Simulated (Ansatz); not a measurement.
## Fluorite CoSi₂

These are PBE (Ansatz, an electronic-structure program, PAW) values and carry that method's errors.

Numerical settings: plane-wave cutoff 520 eV, 18×18×18 k mesh, Fermi–Dirac smearing 0.05 eV, no spin polarisation, scalar-relativistic PAW data made under PBE.

Cell: relaxed at this level.

```
Item                                               Result
------------------------------------------  -------------
volume per atom                             12.83 Å³/atom
bulk modulus                                      179 GPa
lattice constant a                                5.360 Å
band gap                                    zero (no gap)
pressure derivative B′ of the bulk modulus            4.6
```

Measured, for comparison: equilibrium volume per atom 12.87 Å³/atom, lattice constant a 5.365 Å (room temperature, not corrected to a static lattice; as tabulated in Hegde and Bowen (2014), arXiv:1405.1317). Computed (rounded) less measured: equilibrium volume per atom -0.3 %, lattice constant a -0.1 %. A static lattice is as a rule a little smaller and stiffer than an uncorrected measurement, which narrows the difference in the equilibrium volume per atom and would widen misses of the other sign.

Computed values are for the static lattice.
